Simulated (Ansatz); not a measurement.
Structures of equal composition on the (111)A surface of zinc-blende ZnSe (Zn plane on top): 2x2 Si adatom at H3; 2x2 Si adatom at T4. The slabs share one bottom face, and each structure is named by its start. These are constructed structures in small cells; real faces may alloy, dewet or reconstruct in larger ones, and not all known structures of the face are among them. Slabs of about 14 Å with all that they carry, Fermi-Dirac smearing of 0.025 eV. Bottom of the slabs: H caps. Relaxed from the named starts with such symmetry as they have, on meshes of like density; energies extrapolated to zero smearing; no spin-orbit coupling, no U. Spin-polarised runs, if any, are marked in brackets, and their order is one that fits the cell; the others ran without spin.

Host crystal: zinc-blende ZnSe, with a band gap (PBE, scalar-relativistic without spin-orbit coupling).

Level of theory: PBE (plane waves to 420 eV, PAW; Ansatz, an electronic-structure program).

Put the candidates in order of energy per 1x1 cell, lowest first, for PBE.

2x2 Si adatom at T4 (0.000 eV, gap 0.54 eV on the mesh), 2x2 Si adatom at H3 (0.135 eV, gap 0.37 eV on the mesh)
